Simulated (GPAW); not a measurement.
Band structure of YMg6Ga (Amm2, 8 atoms in the cell).

```xyz
8
Lattice="5.0519 0.0000 0.0000 0.0000 3.3394 5.7564 0.0000 -3.3394 5.7564" Properties=species:S:1:pos:R:3 pbc="T T T"
Y      2.5260     0.0000     3.7411
Mg     2.5260     1.7130     6.6941
Mg     2.5260    -1.7130     6.6941
Mg     2.5260     0.0000     9.6223
Mg     0.0000     1.7212     4.8288
Mg     0.0000    -1.7212     4.8288
Mg     0.0000     0.0000     7.6843
Ga     0.0000     0.0000     1.9578
```

Level of theory: LDA (Perdew-Wang 92), GPAW PAW datasets LDA (gpaw-data 1.0.1) (plane waves; GPAW).

Settings: mode = pw; ecut = 850 eV; xc = LDA; kpts = 4 3 3; mesh shift (steps) = 0 0 0; occupations.name = fermi-dirac; occupations.width = 0.1 eV; nbands = -12; symmetry.symmorphic = false; symmetry.tolerance = 0.0005; maxiter = 100; bandpath_npoints = 40.

The starting cell comes from a database of computed structures (which also holds hypothetical and non-ambient phases and stackings), without a prior relaxation at this level. Its lattice was rescaled by a random factor within 2.5 % of one.

Levels in eV from the Fermi level, bands 34 to 41:
| point | 34 | 35 | 36 | 37 | 38 | 39 | 40 | 41 |
|---|---|---|---|---|---|---|---|---|
| Γ | -1.90 | -1.80 | -1.18 | -0.55 | 0.22 | 0.72 | 1.72 | 1.81 |
| X | -0.96 | -0.92 | -0.32 | 0.22 | 0.46 | 0.79 | 0.85 | 1.49 |
| S | -0.93 | -0.49 | -0.16 | 0.30 | 0.41 | 0.44 | 0.86 | 1.47 |
| R | -1.96 | -1.68 | -1.52 | 0.22 | 0.73 | 0.91 | 1.52 | 1.66 |
| A | -3.03 | -0.42 | -0.38 | -0.23 | 0.03 | 0.28 | 1.40 | 2.25 |
| Z | -1.32 | -1.28 | -1.11 | -0.97 | -0.96 | -0.46 | -0.34 | -0.15 |
| Y | -0.87 | -0.43 | -0.34 | 0.29 | 0.47 | 0.86 | 1.26 | 1.36 |
| X1 | -0.96 | -0.92 | -0.32 | 0.22 | 0.46 | 0.79 | 0.85 | 1.49 |
| A1 | -3.03 | -0.42 | -0.38 | -0.23 | 0.03 | 0.28 | 1.40 | 2.25 |
| T | -2.42 | -1.82 | -1.44 | 0.26 | 0.58 | 1.15 | 1.54 | 1.57 |

Bands cross the Fermi level along this path, so the cell is metallic at this level.
